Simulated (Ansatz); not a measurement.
The starting structures come from a database of crystals and need not be the phases stable at ambient conditions.

By PBEsol, the system below comes out a metal.

```xyz
2
Lattice="4.0266 0.0000 0.0000 -2.0133 3.4871 0.0000 2.0133 1.1624 1.6438" Properties=species:S:1:pos:R:3 pbc="T T T"
Ga     0.0000     2.3248     0.8219
Co     0.0000     0.0000     0.0000
```

The cell is taken as given; by PBEsol it stands under a pressure of -1.5 GPa.

The current flows along the normal of the first two printed cell vectors, the (111) plane of the conventional cell. No spin-orbit coupling; the value is a mean over 0.1 eV about the Fermi level.

Estimate the ballistic conductance per area that PBEsol run with Ansatz (a quantum-chemistry and plane-wave program) returns for this system.

0.50 × 10¹⁵ S/m² for both spins.
